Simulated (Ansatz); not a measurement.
TiC, pressure series

Consider TiC in the rock salt structure (space group Fm-3m, No. 225).

```cif
data_C4Ti4
_chemical_formula_sum 'C4 Ti4'
_space_group_name_H-M_alt 'Fm-3m'
_space_group_IT_number 225
_space_group_name_Hall '-F 4 2 3'
_cell_length_a 4.32781
_cell_length_b 4.32781
_cell_length_c 4.32781
_cell_angle_alpha 90.000
_cell_angle_beta 90.000
_cell_angle_gamma 90.000
loop_
_atom_site_label
_atom_site_type_symbol
_atom_site_symmetry_multiplicity
_atom_site_Wyckoff_symbol
_atom_site_fract_x
_atom_site_fract_y
_atom_site_fract_z
_atom_site_occupancy
C1 C 4 a 0.00000 0.00000 0.00000 1
Ti1 Ti 4 b 0.50000 0.50000 0.50000 1
```
(The calculation used a cell of 2 atoms; values per cell refer to that cell.)

Cell and atoms are relaxed at each pressure.

The values are results of r2SCAN (Ansatz, an electronic-structure program), spin-orbit coupling left out, not measurements.

Notes on the quantities. enthalpy: H = E + PV relative to the base's energy.

```tsv
change	enthalpy	volume per atom
base	–	10.13 Å³
pressure −2 GPa	-0.13 eV/atom	10.21 Å³
pressure −1 GPa	-0.06 eV/atom	10.17 Å³
pressure 0.3 GPa	+0.02 eV/atom	10.12 Å³
pressure 0.7 GPa	+0.04 eV/atom	10.11 Å³
pressure 1.5 GPa	+0.09 eV/atom	10.08 Å³
pressure 3 GPa	+0.19 eV/atom	10.02 Å³
pressure 5 GPa	+0.31 eV/atom	9.95 Å³
pressure 7.5 GPa	+0.47 eV/atom	9.86 Å³
pressure 10 GPa	+0.62 eV/atom	9.78 Å³
```

Load acts through the strain it causes; cell and atoms are relaxed under it. No phonon test of stability was made. Competing high-pressure phases were not computed. All final runs are without spin polarisation.
